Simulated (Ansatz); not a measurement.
# A computed series for MgTe: response to strain

Start from MgTe in the zinc blende structure (space group F-43m, No. 216).

```yaml
crystal:
  lattice:
    - [0.00000, 3.21965, 3.21965]
    - [3.21965, 0.00000, 3.21965]
    - [3.21965, 3.21965, 0.00000]
  atoms:
    - { symbol: Mg, position: [0.00000, 0.00000, 0.00000] }
    - { symbol: Te, position: [0.25000, 0.25000, 0.25000] }
```

Cartesian axes are those of the cell as printed.

Strains are applied to the cell and any free atomic positions relax.

Level of theory: PBEsol (Ansatz, a program for electronic structure, PAW, without spin-orbit coupling).

Notes on the quantities. pressure: mean of the normal stresses, compression positive; energy relative to the base: free energy F.

```csv
case,band gap,pressure,energy relative to the base,volume per atom
base,2.35 eV,-0.01 GPa,0 meV/atom,33.38 Å³
tensor shear ε_xy = +0.86 %,2.29 eV,-0.01 GPa,+0.5 meV/atom,33.37 Å³
tensor shear ε_xy = +0.29 %,(withheld),-0.01 GPa,+0.1 meV/atom,33.37 Å³
tensor shear ε_xy = +2.00 %,2.20 eV,-0.02 GPa,(withheld),33.36 Å³
tensor shear ε_xy = +1.43 %,2.25 eV,-0.01 GPa,+1.4 meV/atom,33.37 Å³
tensor shear ε_xy = +0.57 %,(withheld),-0.01 GPa,+0.2 meV/atom,33.37 Å³
tensor shear ε_xy = +1.14 %,(withheld),-0.01 GPa,+0.9 meV/atom,33.37 Å³
tensor shear ε_xy = +1.71 %,2.22 eV,-0.02 GPa,+2.0 meV/atom,33.37 Å³
```

### Question
Complete the table.

### Answer

- tensor shear ε_xy = +0.29 %, band gap: 2.33 eV
- tensor shear ε_xy = +2.00 %, energy relative to the base: +2.7 meV/atom
- tensor shear ε_xy = +0.57 %, band gap: 2.31 eV
- tensor shear ε_xy = +1.14 %, band gap: 2.27 eV

Spin-orbit coupling, missing from the scalar runs, can matter with Te. Whether these cells are dynamically stable was not tested.
